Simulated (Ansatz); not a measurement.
# TiAl₃ (I4/mmm, No. 139)

These are PBE0 in Ansatz (PAW) values and carry that method's errors.

Run with plane-wave cutoff 460 eV, 10×10×10 k mesh, Fermi–Dirac smearing 0.05 eV, no spin polarisation, scalar-relativistic PAW data made under PBE.

Cell: relaxed at this level.

```yaml
lattice_parameter_a: 3.813 Å
lattice_parameter_c: 8.590 Å
```

Note: the run has no spin polarisation, so it can have missed a magnetic state.

Static lattice: no zero-point or thermal effects.

It cost around 3 core-hours (rough) of CPU time.

Ansatz is a quantum-chemistry and plane-wave program.
